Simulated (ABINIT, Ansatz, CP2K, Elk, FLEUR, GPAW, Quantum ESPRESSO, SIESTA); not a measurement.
## Te₂Mo (P6_3/mmc, 6 atoms in the cell) computed with different codes at matched settings

Self-consistent single point, at a second geometry (lattice scaled by 0.98). First geometry:

```
CELL_PARAMETERS angstrom
      3.62377     0.00000     0.00000
     -1.81188     3.13828     0.00000
      0.00000     0.00000    14.88654
ATOMIC_POSITIONS crystal
  Te 0.33333 0.66667 0.62782
  Te 0.66667 0.33333 0.37218
  Te 0.66667 0.33333 0.12782
  Te 0.33333 0.66667 0.87218
  Mo 0.33333 0.66667 0.25000
  Mo 0.66667 0.33333 0.75000
```

Shared settings, as Ansatz (a quantum-chemistry and plane-wave program) writes them: kpoints.mp_grid.grid = 5 5 1; scf.occupations.method = fermi_dirac; scf.occupations.width = 0.01 eV. Potentials and cutoffs stand in the table.

| code | model | ΔF from the first geometry (meV/atom) | pressure (GPa) | largest force (eV/Å) | cutoff |
|---|---|---|---|---|---|
| FLEUR | PBE, all-electron FLAPW (FLEUR), scalar-relativistic valence | -5.5 | – | 0.367 | Kmax 4.1 1/bohr |
| ABINIT | PBE, PAW (JTH v2.0 PBE PAW) | 0.2 | 2.84 | 0.461 | 544 eV |
| SIESTA | GGA PBE, numerical atomic orbitals DZP, PseudoDojo PBE standard norm-conserving potentials (rewritten from UPF to PSML) | 14.8 | 4.50 | 0.908 | grid 400 Ry |
| GPAW | PBE, GPAW PAW datasets PBE (gpaw-data 1.0.1) | -12.1 | 1.45 | 0.270 | 600 eV |
| Elk | PBE, all-electron FP-LAPW, Elk's shipped species files, APW+lo basis with extra local orbitals | -9.6 | – | – | rgkmax 8 |
| CP2K | PBE, GPW, DZVP-MOLOPT-SR-GTH basis, GTH-PBE potentials (GTH_POTENTIALS) | 10.1 | 3.88 | 0.570 | grid 500 Ry |
| Ansatz | PBE, PAW files | -7.2 | 1.98 | 0.339 | default |
| Quantum ESPRESSO | PBE, PSlibrary PAW (PBE) pseudopotentials | -4.4 | 2.07 | 0.390 | 55 Ry |

A dash marks a value that a program does not give, or that is left out as unsure.

On Ansatz's run: spin-orbit coupling is off. Spin polarisation is off.

The spread over the programs that give each value: ΔF from the first geometry within 26.9 meV/atom; pressure within 3.05 GPa; largest force within 0.638 eV/Å.

SIESTA and CP2K use small atom-centred bases, whose incompleteness enters pressures, forces and empty levels differently from a plane-wave cutoff. FLEUR and Elk treat all electrons, but the usual bases taken here (sphere radii, linearisation, local orbitals, empty states) were not tested for convergence, so the values are no reference for the others. Ansatz's pressure is given at a fixed set of plane waves, as the other plane-wave codes print theirs; with its correction for the finite basis it is 2.01 GPa. In the pressure, SIESTA (by 2.48) and CP2K (by 1.85) lie more than 1 GPa from the median of the plane-wave programs. In the force vectors, ABINIT (by 0.096), SIESTA (by 0.543), GPAW (by 0.095) and CP2K (by 0.205) lie more than 0.08 eV/Å from the median of the plane-wave programs.

The shared mesh is coarse (it stands for a supercell whose shortest vector is 15 Å), so the values are not converged in it.

This mesh misses zone-boundary points where a band edge of such crystals can lie, so no gaps are given.

The starting cell comes from a database of computed structures (which also holds hypothetical and non-ambient phases and stackings), without a prior relaxation at this level. Its lattice was rescaled by a random factor within 2.5 % of one. For this run, on top of that: lattice scaled by 0.98.

Keys are those of Ansatz 0.2.
